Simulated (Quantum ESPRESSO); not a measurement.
The steps of a band-structure calculation for ZnAs3 (Fm-3m, 4 atoms in the cell) with Quantum ESPRESSO.

Level of theory: PBEsol, GBRV 1.5 ultrasoft (PBESOL) pseudopotentials (plane waves; Quantum ESPRESSO).

Step 1 (scf):

```fortran
&CONTROL
    calculation = 'scf'
    prefix = 'pwscf'
    outdir = './out'
    pseudo_dir = './'
    tprnfor = .true.
    tstress = .true.
/
&SYSTEM
    ibrav = 2
    celldm(1) = 12.6415307806
    nat = 4
    ntyp = 2
    ecutwfc = 50
    ecutrho = 250
    occupations = 'smearing'
    smearing = 'gauss'
    degauss = 0.0036749
/
&ELECTRONS
    conv_thr = 1e-10
    mixing_beta = 0.7
/
ATOMIC_SPECIES
Zn    65.3800  zn_pbesol_v1.uspp.F.UPF
As    74.9216  as_pbesol_v1.uspp.F.UPF
ATOMIC_POSITIONS {crystal}
Zn    0.0000000000    0.0000000000    0.0000000000
As    0.2500000000    0.2500000000    0.2500000000
As    0.7500000000    0.7500000000    0.7500000000
As    0.5000000000    0.5000000000    0.5000000000
K_POINTS {automatic}
7 7 7  0 0 0
```

Step 2 (bands):

```fortran
&CONTROL
    calculation = 'bands'
    prefix = 'pwscf'
    outdir = './out'
    pseudo_dir = './'
    verbosity = 'high'
/
&SYSTEM
    ibrav = 2
    celldm(1) = 12.6415307806
    nat = 4
    ntyp = 2
    ecutwfc = 50
    ecutrho = 250
    occupations = 'smearing'
    smearing = 'gauss'
    degauss = 0.0036749
    nbnd = 26
/
&ELECTRONS
    conv_thr = 1e-10
    startingwfc = 'random'
    diago_thr_init = 1.0d-6
    diagonalization = 'cg'
/
ATOMIC_SPECIES
Zn    65.3800  zn_pbesol_v1.uspp.F.UPF
As    74.9216  as_pbesol_v1.uspp.F.UPF
ATOMIC_POSITIONS {crystal}
Zn    0.0000000000    0.0000000000    0.0000000000
As    0.2500000000    0.2500000000    0.2500000000
As    0.7500000000    0.7500000000    0.7500000000
As    0.5000000000    0.5000000000    0.5000000000
K_POINTS {crystal_b}
12
  0.00000000   0.00000000   0.00000000   9  ! G
  0.50000000   0.00000000   0.50000000   5  ! X
  0.50000000   0.25000000   0.75000000   3  ! W
  0.37500000   0.37500000   0.75000000  10  ! K
  0.00000000   0.00000000   0.00000000   8  ! G
  0.50000000   0.50000000   0.50000000   6  ! L
  0.62500000   0.25000000   0.62500000   3  ! U
  0.50000000   0.25000000   0.75000000   7  ! W
  0.50000000   0.50000000   0.50000000   6  ! L
  0.37500000   0.37500000   0.75000000   1  ! K
  0.62500000   0.25000000   0.62500000   3  ! U
  0.50000000   0.00000000   0.50000000   1  ! X
```

Step 3 (bands.x):

```fortran
&BANDS
    prefix = 'pwscf'
    outdir = './out'
    filband = 'bands.dat'
    lsym = .false.
/
```

Output of bands (abridged):

```
     Atomic positions and unit cell read from directory:
     ./out/pwscf.save/
     G-vector sticks info
     --------------------
     sticks:   dense  smooth     PW     G-vecs:    dense   smooth      PW
     Sum        1381    1099    313                33775    24045    3767

     bravais-lattice index     =            2
     lattice parameter (alat)  =      12.6415  a.u.
     unit-cell volume          =     505.0554 (a.u.)^3
   [... lines left out ...]
        k(    1) = (   0.0000000   0.0000000   0.0000000), wk =   0.0322581
        k(    2) = (  -0.1111111   0.0000000   0.0000000), wk =   0.0322581
        k(    3) = (  -0.2222222   0.0000000   0.0000000), wk =   0.0322581
   [... 59 lines left out ...]

     Dense  grid:    33775 G-vectors     FFT dimensions: (  45,  45,  45)

     Smooth grid:    24045 G-vectors     FFT dimensions: (  45,  45,  45)

     The potential is recalculated from file :
     ./out/pwscf.save/charge-density

     Band Structure Calculation
     CG style diagonalization

     ethr =  1.00E-06,  avg # of iterations = 27.7

     End of band structure calculation

          k = 0.0000 0.0000 0.0000 (  2975 PWs)   bands (ev):

  -116.5317 -70.8555 -70.8555 -70.8555  -5.1194   0.3571   1.5902   2.0115
     2.0115   2.0115   2.2001   2.2001   6.5155   6.5155   6.5155   6.6910
     6.6910   6.6910   9.2840   9.2840   9.2840   9.4052  13.8482  13.8482
    17.8842  17.8842

          k =-0.1111 0.0000 0.0000 (  3023 PWs)   bands (ev):

  -116.5317 -70.8557 -70.8556 -70.8556  -5.0831   0.2858   1.5038   2.0128
     2.0128   2.0499   2.1963   2.2008   6.0577   6.0577   6.5982   6.7960
     7.1255   7.1255   8.5060   9.4139   9.4139  10.0754  13.8851  14.1405
    17.6934  17.7400

   [... 60 blocks of this kind left out ...]
```

Output of bands.x (abridged):

```
     Reading xml data from directory:

     ./out/pwscf.save/

     G-vector sticks info
     --------------------
     sticks:   dense  smooth     PW     G-vecs:    dense   smooth      PW
     Sum        1381    1099    313                33775    24045    3767

     Reading collected, re-writing distributed wavefunctions
     high-symmetry point:  0.0000 0.0000 0.0000   x coordinate   0.0000
     high-symmetry point: -1.0000 0.0000 0.0000   x coordinate   1.0000
     high-symmetry point: -1.0000 0.5000 0.0000   x coordinate   1.5000
     high-symmetry point: -0.7500 0.7500 0.0000   x coordinate   1.8536
     high-symmetry point:  0.0000 0.0000 0.0000   x coordinate   2.9142
     high-symmetry point: -0.5000 0.5000 0.5000   x coordinate   3.7802
     high-symmetry point: -1.0000 0.2500 0.2500   x coordinate   4.3926
     high-symmetry point: -1.0000 0.5000 0.0000   x coordinate   4.7462
     high-symmetry point: -0.5000 0.5000 0.5000   x coordinate   5.4533
     high-symmetry point: -0.7500 0.7500 0.0000   x coordinate   6.0656
     high-symmetry point: -1.0000 0.2500 0.2500   x coordinate   6.0656
     high-symmetry point: -1.0000 0.0000 0.0000   x coordinate   6.4192

     Plottable bands (eV) written to file bands.dat.gnu
     Bands written to file bands.dat

   JOB DONE.
```

The starting cell comes from a database of computed structures (which also holds hypothetical and non-ambient phases and stackings), without a prior relaxation at this level.
